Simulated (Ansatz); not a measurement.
## A computed series for GaN: thickness series

Start from GaN in the wurtzite structure (space group P6_3mc, No. 186; a = 3.183 Å, c = 5.184 Å). Axes: x lies along a and z along c of the hexagonal cell.

Free-standing slabs (4 atom(s) a layer) normal to the y axis with 15 Å of vacuum; in-plane cell held at bulk.

Method: r2SCAN/PAW in Ansatz (a program for electronic structure), no spin-orbit coupling.

Candidates:
(a) 2 layers
(b) 4 layers
(c) 3 layers

Notes on the quantities. excess energy per area of both faces: slab less bulk energy over the cell's area: twice a surface energy.

**Question.** Order them by excess energy per area of both faces, highest first.

**Answer.** (b) 4 layers (3.72 J/m²), (c) 3 layers (3.67 J/m²), (a) 2 layers (3.40 J/m²)

The excess energy carries the mismatch between the slab's and the bulk's meshes. Whether these cells are dynamically stable was not tested.
